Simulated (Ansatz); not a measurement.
The starting structures come from a database of crystals and need not be the phases stable at ambient conditions.

By PBEsol, the system below comes out a metal.

Data:

```
CELL_PARAMETERS angstrom
      4.16549     0.00000     0.00000
      0.00000     9.06670     0.00000
      0.00000     4.53335     2.61733
ATOMIC_POSITIONS crystal
  Cu 0.25000 0.67077 0.49385
  Cu 0.75000 0.32923 0.50616
  Cu 0.75000 0.83538 0.49385
  Cu 0.25000 0.16462 0.50616
  Cu 0.25000 0.16462 0.00000
  Cu 0.75000 0.83539 0.00000
  Ge 0.75000 0.33333 0.00000
  Ge 0.25000 0.66667 0.00000
```

Space group of this cell: P6_3/mmc. The cell is taken as given; by PBEsol its mean pressure is -1.5 GPa.

The current flows along the normal of the first two printed cell vectors, the (110) plane of the conventional cell. No spin-orbit coupling; the value is a mean over 0.1 eV about the Fermi level.

Question: State the ballistic conductance per area according to PBEsol run with Ansatz (a first-principles code).

Answer: 0.76 × 10¹⁵ S/m² for both spins.
